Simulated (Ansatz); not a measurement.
# CdI2 (P-3m1, No. 164, 18 atoms in the cell; start mp-567402)

Calculation: PBE-D3(BJ) (plane waves, PAW; Ansatz, an electronic-structure program).

Cell: relaxed at this level.

| Property | Result |
|---|---|
| interlayer binding energy | 14.0 meV/Å² |
| layer repeat distance | 6.825 Å |
| gap between the layers | 3.365 Å |

Note: the relaxation could not lower the start's symmetry, so the cell can be a saddle point above a distorted one.

Spin–orbit coupling is not included.

Cost on a shared machine: around 15 core-minutes (rough).

A start named mp-… is a Materials Project structure, which need not be a measured phase.
